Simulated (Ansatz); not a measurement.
The parent structure is C (space group R-3, No. 148; a = 6.3180 Å, c = 3.8460 Å (hexagonal axes); a hypothetical phase, not in the database extracts checked). Axes: x lies along a and z along c of the hexagonal cell.

Levels (all Ansatz, an electronic-structure program, PAW): PBEsol (420 eV, no spin-orbit coupling); r2SCAN (500 eV, without spin-orbit coupling).

Its gap is 3.33 eV with PBEsol and 3.61 eV with r2SCAN.

One thing is altered: the symmetric strain tensor [-0.0131 -0.0089 -0.0018; -0.0089 0.0005 -0.0026; -0.0018 -0.0026 0.0038], atoms relaxed at fixed cell.

With PBEsol the gap becomes 2.86 eV.

### Question
If the r2SCAN correction stayed the same, what would the r2SCAN gap be, and what does the r2SCAN run give?

### Answer
A rigid correction of +0.28 eV gives 3.14 eV. The r2SCAN run gives 3.12 eV, so the two effects roughly add.

Single points use the geometry relaxed with PBEsol. Gaps are read on the SCF mesh and a high-symmetry path. No phonon test of stability was made.
